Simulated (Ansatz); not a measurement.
Where the default PAW files enter, the runs use the earlier of Ansatz's two default sets.

By PBEsol, the system below comes out a metal.

```
CELL_PARAMETERS angstrom
      3.12853     0.00000     0.00000
     -1.56427     2.70939     0.00000
      0.00000     0.00000     5.04504
ATOMIC_POSITIONS crystal
  Hf 0.33333 0.66667 0.25000
  Hf 0.66667 0.33333 0.75000
```

Space group of this cell: P6_3/mmc, hcp (Mg type). The cell is strained (lengths across the current scaled by 0.98, ions clamped); by PBEsol its mean pressure is 1.1 GPa.

The current flows along the normal of the first two printed cell vectors, the (001) (indices of the unstrained crystal) plane of the conventional cell. No spin-orbit coupling; the value is a mean over 0.1 eV about the Fermi level.

Q: Compute, with PBEsol (Ansatz, a first-principles code), the ballistic conductance per area.

A: 0.62 × 10¹⁵ S/m² for both spins.
